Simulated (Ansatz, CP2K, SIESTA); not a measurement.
## One structure in several programs: Sr₃P₂ (P1, 5 atoms in the cell)

Self-consistent single point, at a second geometry (atoms moved at random). First geometry:

```
Sr3P2
1.0
    5.67000     0.00000     0.00000
    0.00000     5.67000     0.00000
    0.00000     0.00000     5.67000
Sr P
3 2
Direct
  0.00000   0.50000   0.50000
  0.50000   0.00000   0.50000
  0.50000   0.50000   0.00000
  0.00000   0.00000   0.00000
  0.50000   0.50000   0.50000
```

Second geometry:
```yaml
crystal:
  lattice:
    - [5.67000, 0.00000, 0.00000]
    - [0.00000, 5.67000, 0.00000]
    - [0.00000, 0.00000, 5.67000]
  atoms:
    - { symbol: Sr, position: [0.99437, 0.48813, 0.49528] }
    - { symbol: Sr, position: [0.49462, 0.99882, 0.50816] }
    - { symbol: Sr, position: [0.51119, 0.49717, 0.98882] }
    - { symbol: P, position: [0.00597, 0.01035, 0.00545] }
    - { symbol: P, position: [0.49385, 0.50553, 0.50229] }
```

Shared settings, as Ansatz (a first-principles code) writes them: kpoints.mp_grid.grid = 6 6 6; scf.occupations.method = fermi_dirac; scf.occupations.width = 0.136 eV. Potentials and cutoffs stand in the table.

| code | model | ΔF from the first geometry (meV/atom) | pressure (GPa) | largest force (eV/Å) | cutoff |
|---|---|---|---|---|---|
| Ansatz | PBEsol, PAW files made with PBE | 5.6 | -1.21 | 0.727 | default |
| SIESTA | GGA PBEsol, numerical atomic orbitals DZP, PseudoDojo PBEsol standard norm-conserving potentials (rewritten from UPF to PSML) | 10.9 | 3.23 | 1.239 | grid 350 Ry |
| CP2K | PBEsol, GPW, DZVP-MOLOPT-SR-GTH basis, GTH-PBE potentials (GTH_POTENTIALS) | 6.0 | -0.76 | 0.775 | grid 500 Ry |

Size of the force on each atom (eV/Å): Sizes of forces hide their directions.

```tsv
code	Sr1	Sr2	Sr3	P4	P5
Ansatz	0.198	0.235	0.727	0.157	0.518
SIESTA	0.258	0.407	1.239	0.136	0.986
CP2K	0.216	0.245	0.775	0.155	0.543
```

No clean gap comes from SIESTA and CP2K: levels at the Fermi energy touch, overlap or are partly filled at this smearing.

The spread over the programs that give each value: ΔF from the first geometry within 5.3 meV/atom; pressure within 4.44 GPa; largest force within 0.512 eV/Å.

SIESTA and CP2K use small atom-centred bases, whose incompleteness enters pressures, forces and empty levels differently from a plane-wave cutoff. Ansatz's pressure is given at a fixed set of plane waves, as the other plane-wave codes print theirs.

The starting cell comes from a database of computed structures (which also holds hypothetical and non-ambient phases and stackings), without a prior relaxation at this level. For this run, on top of that: atoms moved at random.

Keys are those of Ansatz 0.2.
